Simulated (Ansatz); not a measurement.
# Amorphous Ti₂₀O₄₂Ge

A CHGNet melt-quench gave the starting glass, which DFT then relaxed. O atoms were pushed apart under 1.9 Å during the dynamics, to hinder bonds among them. The hot cell started wider than the set density and was brought back towards it in steps. It is the lowest in DFT energy of 2 quenches. It is a model cell: composition and starting density were chosen by hand, and all elements were melted together. No dispersion term was used.

Methods: PBE, scalar-relativistic without spin-orbit coupling (Ansatz, a program for electronic structure); r2SCAN, scalar-relativistic without spin-orbit coupling (Ansatz); HSE06, scalar-relativistic without spin-orbit coupling (Ansatz). Geometry, pressure, stress and energy are those of the PBE run. Its sampling: a 2×2×2 Γ-centred mesh; Fermi-Dirac width 0.02 eV; no spin polarisation. Other functionals are single points at the zone centre (r2SCAN at 500 eV; exact exchange cut at the cell's faces), free to take moments where seeds were set. At PBE the levels at the filled edge of the gap are localised (band-tail or defect states), and the nearest spread-out levels lie 3.0 eV apart at the zone centre.

```yaml
number_of_atoms_in_the_cell: 63
Density (volume relaxed, without dispersion): 3.37 g/cm³
volume_per_atom: 13.30 Å³
Pressure on a 2×2×2 Γ-centred mesh: -0.02 GPa
Largest force and stress component on that mesh (the relaxation ran on the zone centre alone): 0.10 eV/Å and 0.1 GPa
Level gap on a 2×2×2 Γ-centred mesh (PBE): 2.72 eV
Level gap at the zone centre (PBE): 2.77 eV
Level gap at the zone centre (r2SCAN): 3.14 eV
Level gap at the zone centre (HSE06): 4.32 eV
```

Bonds are counted up to Ti-Ti 3.12 Å, Ti-O 2.38 Å, Ti-Ge 2.88 Å, O-O 1.58 Å, O-Ge 2.23 Å, Ge-Ge 2.81 Å. Two cations that share two anions don't count as bonded, nor two that share one unless they lie closer than Ti-Ti 3.04 Å, Ti-Ge 2.80 Å, Ge-Ge 2.57 Å.

```yaml
Mean coordination of Ti by anions: 4.85 (4 with 4, 15 with 5, 1 with 6); 2 close contacts or bonds to cations besides
Mean coordination of O: 2.40 (25 with 2, 17 with 3)
Mean coordination of Ge by anions: 4.00 (1 with 4)
Mean Ti-O bond: 1.919 Å (spread 0.115 Å, 97 counted)
Mean O-Ge bond: 1.783 Å (spread 0.034 Å, 4 counted)
```

Its density started from a set value of 3.63 g/cm³. The quench (nominally 240 K/ps over its main leg) was far faster than any real one, so the model tends to hold more defects than a real film. Values belong to this one cell and scatter from quench to quench. Volume and shape were free in the relaxation.
